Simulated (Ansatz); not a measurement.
All values below come from PBE (plane waves to 420 eV, PAW; Ansatz, a first-principles code).

Planar average of the electrostatic potential across the slab, in eV from the Fermi level, for a constructed model of the (110) surface of bcc Nb, a layer of Os in place of the second plane (bottom of the slab: a bare face, its two planes held):

(z (Å), V (eV)): (3.72, 4.55); (4.01, 4.55); (4.30, 4.54); (4.58, 4.53); (4.87, 4.51); (5.16, 4.46); (5.44, 4.37); (5.73, 4.20); (6.02, 3.87); (6.30, 3.26); (6.59, 2.14); (6.88, 0.11); (7.16, -4.01); (7.45, -11.36); (7.73, -18.73); (8.02, -21.65); (8.31, -18.30); (8.59, -10.69); (8.88, -3.62); (9.17, -1.03); (9.45, -2.91); (9.74, -9.44); (10.03, -17.30); (10.31, -21.42); (10.60, -19.22); (10.89, -12.09); (11.17, -4.59); (11.46, -1.21); (11.74, -2.33); (12.03, -8.15); (12.32, -16.13); (12.60, -21.10); (12.89, -19.96); (13.18, -13.40); (13.46, -5.59); (13.75, -1.40); (14.04, -1.81); (14.32, -6.92); (14.61, -14.99); (14.90, -20.92); (15.18, -21.01); (15.47, -15.27); (15.76, -7.47); (16.04, -2.95); (16.33, -4.39); (16.61, -10.24); (16.90, -15.81); (17.19, -18.00); (17.47, -15.69); (17.76, -10.21); (18.05, -4.93); (18.33, -4.92); (18.62, -11.02); (18.91, -18.41); (19.19, -21.92); (19.48, -19.18); (19.77, -11.87); (20.05, -4.43); (20.34, -0.17); (20.62, 1.91); (20.91, 3.05); (21.20, 3.67); (21.48, 4.00); (21.77, 4.18); (22.06, 4.27); (22.34, 4.32); (22.63, 4.35); (22.92, 4.36); (23.20, 4.37); (23.49, 4.37)

Slab: 6 atoms, 11.5 Å thick at the start; k 14x14x1, smearing 0.1 eV, dipole-corrected; 2 atoms held, the rest relaxed; held to the start's symmetry, so lower structures may exist; no spin, no spin-orbit, no U. It is one candidate, not shown to be the stable structure of the face.

The vacuum level lies 4.37 eV above the Fermi level over the top face and 4.56 eV above it under the bottom face.
